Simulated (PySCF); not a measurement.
PySCF 2.14.0, PBE/def2-svp, df: Zr(F)3 ([F][Zr+]([F])[F]), charge +1, multiplicity 1, 4 atoms. The geometry is a generated start, not checked to be a minimum at this level.

```json
{
 "task": "energy",
 "method": "pbe",
 "basis": "def2-svp",
 "two_electron_scheme": "density fitting",
 "mol.max_memory": "3000 MB",
 "mf.max_cycle": "100",
 "mf.diis_space": "8 (default)",
 "mf.conv_tol": "1e-09 (default)",
 "mf.grids.level": "3 (default)",
 "effective_core_potentials": "those of the basis set, past Kr",
 "basis_functions": "73",
 "grid_points": "65176"
}
```

```xyz
4

Zr     0.0502     0.4919     0.1529
F      1.6727    -0.2965    -0.1864
F     -0.7836    -0.5409     1.4206
F     -0.9393     0.3455    -1.3871
```

Charge 1 and multiplicity 1 are set for this test and not shown to be the ground state.

With the defaults (mf.DIIS = CDIIS, mf.diis = true, mf.init_guess = minao, mf.level_shift = 0, mf.damp = 0, mf.diis_start_cycle = 1, newton = off) it converges in 12 Fock builds. One run each on 2 threads, 1 BLAS thread, with these changes:
- mf.init_guess = huckel
- mf.DIIS = ADIIS
- mf.level_shift = 1 Hartree
- mf.diis = false
- mf.init_guess = mod_huckel
- mf.DIIS = EDIIS
- newton = Hessian by the SCF's own integrals
- mf.init_guess = atom
- mf.diis = false, mf.damp = 0.7, mf.diis_start_cycle = 999

Question: Name the settings that don't reach the solution of the defaults.

Answer: No convergence: mf.DIIS = EDIIS; mf.diis = false (the run ends without SCF convergence in 100 cycles). The rest reach the solution of the defaults.

```
setting                                                    Fock builds             end
---------------------------------------------------------  -----------  --------------
the defaults                                                        12   same solution
mf.init_guess = atom                                                14   same solution
mf.init_guess = mod_huckel                                          15   same solution
mf.init_guess = huckel                                              15   same solution
mf.DIIS = ADIIS                                                     20   same solution
newton = Hessian by the SCF's own integrals                         24   same solution
mf.diis = false, mf.damp = 0.7, mf.diis_start_cycle = 999           25   same solution
mf.level_shift = 1 Hartree                                          40   same solution
mf.DIIS = EDIIS                                                    101  no convergence
mf.diis = false                                                    101  no convergence
```

Under newton the count holds the products with the orbital Hessian.
